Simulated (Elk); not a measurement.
Elk run on TePd (F-43m, 2 atoms in the cell): self-consistent single point.

Method of the run: PBE, all-electron FP-LAPW, Elk's shipped species files, APW+lo basis with extra local orbitals (Elk 10.2.4).

```yaml
crystal:
  lattice:
    - [0.00000, 3.08984, 3.08984]
    - [3.08984, 0.00000, 3.08984]
    - [3.08984, 3.08984, 0.00000]
  atoms:
    - { symbol: Te, position: [0.25000, 0.25000, 0.25000] }
    - { symbol: Pd, position: [0.00000, 0.00000, 0.00000] }
```

Reference input (self-consistent single point, DFT, PBE, all-electron FP-LAPW, Elk's shipped species files, APW+lo basis with extra local orbitals): xctype = 20; rgkmax = 8; swidth = 0.00367493 Ha; ngridk = 5 5 5; gmaxvr = 14 1/bohr; nxlo = 2; lorbcnd = true; rmtscf = 0.91; lmaxi = 2; maxscl = 100. This run's input differs from it in these lines:

```diff
@@ -25,3 +25,3 @@
 swidth
-  0.00367493
+  0.000918733
```

The program printed (abridged):

```
│ Self-consistent loop started │
│ Loop number : 1 │
 total energy                :     -11826.2679423
│ Loop number : 2 │
 total energy                :     -11827.3799812
RMS change in Kohn-Sham potential (target) :   0.3865859596     (  0.1000000000E-05)
Absolute change in total energy (target)   :    1.112038843     (  0.1000000000E-03)
│ Loop number : 3 │
 total energy                :     -11834.0628836
RMS change in Kohn-Sham potential (target) :   0.2635599233     (  0.1000000000E-05)
Absolute change in total energy (target)   :    6.960912118     (  0.1000000000E-03)
│ Loop number : 4 │
   [... lines left out ...]
Absolute change in total energy (target)   :   0.2010278258E-03 (  0.1000000000E-03)
│ Loop number : 14 │
 total energy                :     -11844.1808482
RMS change in Kohn-Sham potential (target) :   0.7679698454E-06 (  0.1000000000E-05)
Absolute change in total energy (target)   :   0.3222669147E-03 (  0.1000000000E-03)
│ Loop number : 15 │
 total energy                :     -11844.1808810
RMS change in Kohn-Sham potential (target) :   0.3643556811E-06 (  0.1000000000E-05)
Absolute change in total energy (target)   :   0.4782022734E-04 (  0.1000000000E-03)
Convergence targets achieved

│ Loop number : 16 │

Energies :
 Fermi                       :     0.169744072983
 total energy                :     -11844.1809021

Density of states at Fermi energy :    152.9079212
 (states/Hartree/unit cell)

Estimated indirect band gap :   0.3400526703E-02
 from k-point      5 to k-point     13
Estimated direct band gap   :   0.3170997588E-01
 at k-point      8

Charges :
 core                        :    64.00000000
 valence                     :    34.00000000
 interstitial                :    4.375131465
 muffin-tins (core leakage)
  species :    1 (Te)
   atom    1                 :    49.16428050     (  0.1467657024E-02)
  species :    2 (Pd)
   atom    1                 :    44.46058804     (  0.3774691137E-07)
 total in muffin-tins        :    93.62486853
 total calculated charge     :    98.00775912
 total charge                :    98.00000000
 error                       :   0.7759118414E-02

│ Self-consistent loop stopped │
```

The run converged in 16 iterations. The count includes the last loop, which Elk runs after its targets are met. Against the reference run the free energy goes up by 22.2 meV/atom.

The starting cell was generated: these elements placed on a structure prototype, without a prior relaxation; it need not be a known phase or ordering of this composition. Its lattice was rescaled by a random factor within 2.5 % of one. Spin-orbit coupling is off. Spin polarisation is off. Values depend on the basis (sphere radii, cutoffs, local orbitals), which need not be converged. The log's line on a gap gives a spacing of levels on this mesh, which the program prints for metals too.

Cost on one core of a shared machine: roughly 30 s.
